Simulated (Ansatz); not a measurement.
**What V → Sc does to V3Si**

Base system: V$_{3}$Si in the A15 (Cr3Si type) structure (space group Pm-3n, No. 223; a = 4.650 Å).

Modification: Sc takes the place of V on all its sites, then cell and atoms are relaxed.

Method: Ansatz (an electronic-structure program) PBEsol, no spin-orbit coupling. k-mesh 9×9×9 (Γ-centred); smearing 0.05 eV (Fermi–Dirac), for the changed cell.

The volume per atom increases by 6.87 Å³, from 12.56 Å³ to 19.43 Å³ and the density drops by 2.50 g/cm³ (5.98 g/cm³ → 3.48 g/cm³). The lattice parameter a rises by 0.7277 Å, from 4.650 Å to 5.377 Å and the shortest interatomic distance goes up by 0.364 Å to 2.689 Å. The band gap stays zero.

Final structure:

```
Sc3Si
1.0
    5.37717     0.00000     0.00000
    0.00000     5.37717     0.00000
    0.00000     0.00000     5.37717
Sc Si
6 2
Direct
  0.25000   0.00000   0.50000
  0.75000   0.00000   0.50000
  0.00000   0.50000   0.25000
  0.00000   0.50000   0.75000
  0.50000   0.25000   0.00000
  0.50000   0.75000   0.00000
  0.00000   0.00000   0.00000
  0.50000   0.50000   0.50000
```

Whether these cells are dynamically stable was not tested. As relaxed here, Sc3Si is a hypothetical phase, not in the database extracts checked. Seeded moments were not kept for the base. All final runs are without spin polarisation. Sc3Si has a high density of states at the Fermi level and may be magnetic at this level.
